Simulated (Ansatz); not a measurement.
Results of G0W0@HSE06 in Ansatz (plane waves, hard PAW, contour deformation) for SnS (Fm-3m, No. 225, 2 atoms in the cell; start mp-1876; a measured phase of this formula has another space group).

The cell is the one relaxed with PBEsol. Conventional cell: a = 5.7271 Å, b = 5.7271 Å, c = 5.7271 Å, α = 90.00°, β = 90.00°, γ = 90.00°.

The quasiparticle gap at Γ at a fixed k mesh 2×2×2:

```tsv
response cutoff	value (eV)
150 eV, 360 empty bands	8.219
200 eV, 554 empty bands	8.244
250 eV, 774 empty bands	8.257
300 eV, 1018 empty bands	8.266
```

Taking the value to converge with the response cutoff E as E^(−3/2), extrapolate from the last two rows.

With y = y∞ + c/w and weights w = 3953 and 5196 for the last two rows, y∞ = (w2 y2 − w1 y1)/(w2 − w1) = (5196 × 8.266 − 3953 × 8.257)/1243 = 8.295 eV, which lies 0.029 beyond the last row. Successive pairs of rows give 8.290, 8.290, 8.295. The limit also hangs on the law assumed, so its last digits aren't firm.

The other settings are not extrapolated, so this is the limit in one setting alone.

At the last cutoff the smallest gap on this mesh is 1.25 eV, with an edge away from Γ.

Spin–orbit coupling is not included.

Note: filled d or f shells below the valence bands can shift G0W0 gaps through exchange with them, which wasn't tested here. Note: GW on a hybrid start was not checked against another program.

A start named mp-… is a Materials Project structure, which need not be a measured phase.

Ansatz is an electronic-structure program.
